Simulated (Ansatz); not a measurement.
Base system: Fe in the bcc (W type) structure (space group Im-3m, No. 229; a = 2.832 Å; ferromagnetic).

The values are results of PBE/PAW in Ansatz (a first-principles code), no spin-orbit coupling, earlier PAW set, not measurements.

Base values:

The largest site moment is 2.22 μB. The volume per atom is 11.35 Å³.

The change: cell and atoms relaxed at a pressure of 0.9 GPa.

What happens to the largest site moment and volume per atom?

The largest site moment hardly moves (2.22 μB against 2.21 μB); the volume per atom falls by 0.05 Å³ (11.35 Å³ → 11.30 Å³).

The magnetic state is the one reached from the starting moments; the real material's order can differ, and small cells can't hold many antiferromagnetic ones. Load acts through the strain it causes; cell and atoms are relaxed under it. Whether these cells are dynamically stable was not tested.
